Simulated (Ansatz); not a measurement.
Pressure series in hypothetical rock salt ZrSi

Start from ZrSi in the rock salt structure (space group Fm-3m, No. 225; a = 5.342 Å; a hypothetical phase, not in the database extracts checked).

Cell and atoms are relaxed at each pressure.

Level of theory: PBEsol, PAW, 420 eV (Ansatz, an electronic-structure program; no spin-orbit coupling), earlier PAW set.

```csv
pressure (GPa),volume per atom (Å³/atom)
-2,19.384
-1,19.216
0,19.053
3,18.607
7,?
15,17.205
30,15.955
50,14.751
100,12.825
```

Q: Fit the third-order Birch–Murnaghan form P(V) = (3B₀/2)[(V₀/V)^(7/3) − (V₀/V)^(5/3)]·[1 + (3/4)(B₀′ − 4)((V₀/V)^(2/3) − 1)] (squares taken in P) to the rows shown and predict the withheld row.

A: Least squares on the printed values gives V₀ = 19.055 Å³/atom, B₀ = 121 GPa, B₀′ = 3.7; this predicts 18.084 Å³/atom, and the run gives 18.081 Å³/atom, 0.003 lower.

Load acts through the strain it causes; cell and atoms are relaxed under it. No phonon test of stability was made. Competing high-pressure phases were not computed. All final runs are without spin polarisation.
